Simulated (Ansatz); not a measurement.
The starting structures come from a database of crystals and need not be the phases stable at ambient conditions.

Inside the gap of an insulator the Bloch states are evanescent, with a wavenumber k + iκ along the transport direction.

Given:

```
Ca3Ti2O7
1.0
    5.41578     0.00000     0.00000
    2.70789     9.72147     0.00000
    0.00000     0.00000     5.45651
Ca Ti O
6 4 14
Cartesian
  1.37669   0.00000   0.20958
  4.03909   0.00000   2.93784
  6.72477   6.07630   2.52571
  1.39890   3.64516   5.25396
  4.01688   3.64516   2.52571
  4.10679   6.07630   5.25396
  4.06091   7.78650   2.70594
  4.06276   1.93496   5.43419
  1.35302   1.93496   2.70594
  6.77065   7.78650   5.43419
  5.62765   2.17528   1.16507
  2.49602   7.54619   3.89333
  2.91976   7.54619   1.16507
  5.20391   2.17528   3.89333
  2.91672   1.63904   1.59117
  5.20695   8.08243   4.31943
  5.62461   8.08243   1.59117
  2.49906   1.63904   4.31943
  3.72059   3.84153   0.10864
  4.40308   5.87993   2.83689
  6.42848   5.87993   0.10864
  1.69519   3.84153   2.83689
  4.44690   0.00000   5.37750
  0.96888   0.00000   2.64924
```

Space group of this cell: Cmc2_1. The cell is taken as given; by r2SCAN its mean pressure is -1.1 GPa.

Transport runs along the normal of the first two printed cell vectors.

No gap correction and no spin-orbit coupling; mid-gap values are interpolated between computed energies.

Problem. State the band gap and the smallest decay constant κ at mid-gap according to Ansatz (a first-principles code) with r2SCAN.

Solution. Gap 2.86 eV on a 6×6×6 mesh; κ = 0.288 1/Å, at (0.000, 0.500) of the in-plane reciprocal vectors. At the zone centre, at the nearest computed energy, the slowest state has κ = 0.29 1/Å.
